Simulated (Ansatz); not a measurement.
# A computed series for Mo: pressure series

The parent structure is Mo in the bcc (W type) structure (space group Im-3m, No. 229; a = 3.161 Å).

Cell and atoms are relaxed at each pressure.

All numbers come from PBE (Ansatz, a first-principles code; PAW; 420 eV plane waves; no spin-orbit coupling), earlier PAW set.

```tsv
pressure (GPa)	volume per atom (Å³/atom)
-1	15.851
0	15.789
3	?
7	15.390
15	14.992
30	14.365
50	13.692
75	13.013
100	12.456
```

### Question
Fit the third-order Birch–Murnaghan form P(V) = (3B₀/2)[(V₀/V)^(7/3) − (V₀/V)^(5/3)]·[1 + (3/4)(B₀′ − 4)((V₀/V)^(2/3) − 1)] (squares taken in P) to the rows shown and predict the withheld row.

### Answer
Least squares on the printed values gives V₀ = 15.785 Å³/atom, B₀ = 265 GPa, B₀′ = 3.9; this predicts 15.611 Å³/atom, and the run gives 15.611 Å³/atom, in agreement.

Load acts through the strain it causes; cell and atoms are relaxed under it. No phonon test of stability was made. Competing high-pressure phases were not computed. All final runs are without spin polarisation.
